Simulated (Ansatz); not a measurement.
## A constructed model of the (110) surface of bcc Fe, ferromagnetic, a pseudomorphic layer of Ga in the host's stacking (bottom of the slab: a bare face, its two planes held)

Calculation: PBE (plane waves to 420 eV, PAW; Ansatz, an electronic-structure program).

Model: 7-atom slab, 12.3 Å thick at the start, 16x16x1 mesh, Fermi-Dirac 0.1 eV, dipole correction, 2 atoms held, the rest relaxed; symmetry of the start imposed; spin-polarised, ending with about 13.7 μB a cell; orders that need a larger cell were not tried, no spin-orbit, no U. It is one candidate, not shown to be the stable structure of the face.

```
Quantity                                                       Value
-----------------------------  -------------------------------------
work function of the top face                                4.09 eV
energy released by relaxation                               0.003 eV
magnetic moment of the cell                                 13.70 μB
cost                           about 8 core-minutes (a rough figure)
```
